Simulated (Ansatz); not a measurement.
The parent structure is Se (space group P3_121, No. 152; a = 4.5345 Å, c = 5.0415 Å; made of chains). Axes: x lies along a and z along c of the hexagonal cell.

(Cell as relaxed with PBE.)

Levels (all Ansatz, a program for electronic structure, PAW): PBE (420 eV, spin-orbit coupling left out); r2SCAN (500 eV, no spin-orbit coupling).

Each level relaxes its own structure.

```
base                      PBE    r2SCAN
-------------------  --------  --------
volume per atom      29.92 Å³  29.25 Å³
lattice parameter a   4.535 Å   4.506 Å
band gap              1.04 eV   1.33 eV
```

Modification: biaxial strain −0.57 %, plane normal [001], relaxed out of plane (Cartesian); in-plane vectors clamped, the third vector and the atoms free.

| quantity | PBE | r2SCAN |
|---|---|---|
| out-of-plane strain | +0.14 % | ? |
| pressure (mean of the normal stresses, compression positive) | 0.02 GPa | ? |
| electron mass | 0.16 mₑ out of plane, 0.35 mₑ in plane (at H) | ? |
| band gap | 1.01 eV | ? |
| smallest direct gap | 1.20 eV | ? |

Q: Given the PBE results, estimate those of r2SCAN.

A: 
- out-of-plane strain, r2SCAN: +0.20 %
- pressure (mean of the normal stresses, compression positive), r2SCAN: 0.05 GPa
- electron mass, r2SCAN: 0.17 mₑ out of plane, 0.41 mₑ in plane (at H)
- band gap, r2SCAN: 1.29 eV
- smallest direct gap, r2SCAN: 1.49 eV

PBE's out-of-plane strain lies 0.06 % below r2SCAN's; PBE's band gap lies 0.28 eV below r2SCAN's; PBE's smallest direct gap lies 0.29 eV below r2SCAN's. Neither level is exact; r2SCAN is the comparison here, not a measurement.

Effective masses come from finite differences of ±0.01 Å⁻¹. Stability against distortions was not tested. No dispersion term is included, though the crystal is made of layers, chains or molecules, so its spacings can come out too wide.
